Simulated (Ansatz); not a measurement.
V (Im-3m), PBEsol, DFPT electron-phonon coupling, linearised Boltzmann equation run with Ansatz (a quantum-chemistry and plane-wave program): Condition of this run: hydrostatic pressure 5 GPa (the target of the relaxation). phonon-limited resistivity 21.8 μΩ·cm at 300 K, 29.9 μΩ·cm at 400 K, current-weighted mean free path 1.74 nm, Drude plasma energy 8.63 eV.

Problem. What Drude relaxation time do resistivity and plasma energy imply?

Solution. ω_p = 1.31e16 s⁻¹, so τ = 1/(ε₀ ω_p² ρ) = 3.01 fs, a damping ħ/τ of 218 meV.

Problem. Estimate the electronic thermal conductivity at 300 K by the Wiedemann-Franz law (L₀ = 2.44×10⁻⁸ W·Ω/K²).

Solution. L₀T/ρ = 2.44×10⁻⁸ × 300/(21.8×10⁻⁸) = 33.6 W/(m·K). Inelastic scattering puts the true Lorenz number somewhat under L₀ near and below the Debye temperature.

Problem. Estimate the resistivity of a 40 nm square wire with diffuse walls from ρ ≈ ρ₀(1 + 3ℓ/4d).

Solution. 1 + 0.75 × 1.74/40 = 1.03, so ρ ≈ 22.5 μΩ·cm and a line 1 μm long has 141 Ω. The formula is the free-electron limit for d well above ℓ; grain boundaries add to it.

A metal at this level (no band gap). Only scattering by harmonic phonons is included (no impurities, grain boundaries, electron-electron scattering or thermal expansion). Spin-orbit coupling is left out. Values near or above 100 μΩ·cm, or paths under about 2 nm, lie near resistivity saturation, where the Boltzmann equation overshoots. The run warned that the eigensolver left some states short of its tolerance. Halving the electron mesh (40x40x40) moves the resistivity by up to 2 % at 300 K, the mean free path by up to 4 %. Smearing 0.20 eV; phonons on a 7x7x7 q mesh, which this run doesn't test.

Treated as nonmagnetic (a ferromagnetic start lost its moment, other orders weren't tried): V (Im-3m).
